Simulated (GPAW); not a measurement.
How a calculation on V (Im-3m, 1 atom in the cell) responds to its settings

```yaml
crystal:
  lattice:
    - [-1.50611, 1.50611, 1.50611]
    - [1.50611, -1.50611, 1.50611]
    - [1.50611, 1.50611, -1.50611]
  atoms:
    - { symbol: V, position: [0.00000, 0.00000, 0.00000] }
```

Base run A: PBE, GPAW PAW datasets PBE (gpaw-data 1.0.1) (GPAW), self-consistent single point.

Its settings: mode = pw; ecut = 850 eV; xc = PBE; kpts = 10 10 10; mesh shift (steps) = 0 0 0; occupations.name = methfessel-paxton; occupations.width = 0.136 eV; occupations.order = 0; nbands = -5; convergence.density = 1e-05 e/electron; symmetry.symmorphic = false; symmetry.tolerance = 0.0005; maxiter = 100.

The starting cell comes from a database of computed structures (which also holds hypothetical and non-ambient phases and stackings), without a prior relaxation at this level. Its lattice was rescaled by a random factor within 2.5 % of one. Spin polarisation is off.

ΔF is the free energy per atom less that of run A. 

| run | eigensolver | ΔF (meV/atom) | pressure (GPa) | iterations |
|---|---|---|---|---|
| A | default | 0.00 | -0.80 | 14 |
| B | {name: davidson, niter: 1} | 0.00 | -0.79 | 35 |
| C | {name: davidson, niter: 3} | 0.00 | -0.79 | 13 |
| D | {name: davidson, niter: 5} | 0.00 | -0.79 | 11 |
| E | rmm-diis | 0.00 | -0.80 | 25 |
| F | {name: rmm-diis, niter: 5} | 0.00 | -0.79 | 14 |
| G | cg | 0.00 | -0.80 | 19 |
| H | {name: cg, niter: 2} | 0.00 | -0.79 | 22 |

Runs B, C, D, E, F, G, H ended on the same solution as A (within 1 meV/atom). The fewest iterations to that state were 11 (D); the most were 35.
